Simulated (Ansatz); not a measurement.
Base system: Mo in the simple cubic structure (space group Pm-3m, No. 221; a = 2.6014 Å; a hypothetical phase, not in the database extracts checked; relaxed with 0.1 eV smearing). Axes: x, y, z lie along the cube axes.

Calculations: Ansatz (a first-principles code) PBE, scalar-relativistic without spin-orbit coupling.

One thing is altered: the cell is compressed by 1.92 % along x with no lateral relaxation; the atoms relax in the strained cell.

**Question.** Predict the stress tensor and what it implies for the stiffness.

**Answer.** Stress of the strained cell less that of the base (GPa, compression positive):
```
    8.4     0.0     0.0
    0.0     1.7     0.0
    0.0     0.0     1.7
```

Then −Δσ_ii/ε with ε = -0.0192 gives secant stiffness values (nonlinear terms included at this strain): C11 ≈ 440 GPa, C12 ≈ 90 GPa and C13 ≈ 90 GPa.

As a check, the harmonic strain energy −½ V₀ Δσ:ε is 8.9 meV/atom; the computed energy rise is 8.7 meV/atom.

Whether these cells are dynamically stable was not tested. The final runs are not spin-polarised.
